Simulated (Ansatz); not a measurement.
**BaCd2P2: response to strain**

Consider BaCd₂P₂ (space group P-3m1, No. 164; a = 4.368 Å, c = 7.468 Å; a cell from a computed database, its experimental status unchecked). Axes: x lies along a and z along c of the hexagonal cell.

Strains are applied to the cell and any free atomic positions relax; under stress the whole cell relaxes.

Computed with DFT with PBEsol, PAW potentials and a 420 eV plane-wave cutoff in Ansatz (a program for electronic structure), no SOC.

Notes on the quantities. energy relative to the base: free energy F.

| variant | shortest interatomic distance | band gap | energy relative to the base | space group |
|---|---|---|---|---|
| base | 2.638 Å | 0.77 eV | 0 meV/atom | P-3m1 (No. 164) |
| isotropic strain +1.65 % | 2.677 Å | 0.65 eV | +10 meV/atom | P-3m1 (No. 164) |
| isotropic strain +2.41 % | 2.695 Å | 0.59 eV | +22 meV/atom | P-3m1 (No. 164) |
| uniaxial stress, 8 GPa compression along x | 2.573 Å | 0.33 eV | +50 meV/atom | C2/m (No. 12) |
| uniaxial stress, 8 GPa tension along z | 2.610 Å | 0.15 eV | +69 meV/atom | P-3m1 (No. 164) |

Beyond what the load breaks, stability against distortions was not tested. A zero or small gap of BaCd2P2 under uniaxial stress, 8 GPa tension along z can be the functional's error rather than a property of the material.
